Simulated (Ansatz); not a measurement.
The parent structure is CdSe in the wurtzite structure (space group P6_3mc, No. 186; a = 4.2475 Å, c = 6.9410 Å). Axes: x lies along a and z along c of the hexagonal cell.

The values are results of LDA, PAW, 420 eV (Ansatz, an electronic-structure program; no spin-orbit coupling), not measurements.

Perturbation: every lattice vector is shortened by 1.80 %; the atoms relax in the strained cell.

Question: Predict the stress tensor and what it implies for the stiffness.

Answer: Stress of the strained cell less that of the base (GPa, compression positive):
```
   3.54    0.00    0.00
   0.00    3.54    0.00
   0.00    0.00    3.62
```

Then B = −ΔP/(ΔV/V₀) with ΔV/V₀ = -0.0530 gives secant stiffness values (nonlinear terms included at this strain): B (at held cell shape, above the free-shape value) ≈ 67 GPa.

As a check, the harmonic strain energy −½ V₀ Δσ:ε is 16 meV/atom; the computed energy rise is 15 meV/atom.

Stability against distortions was not tested.
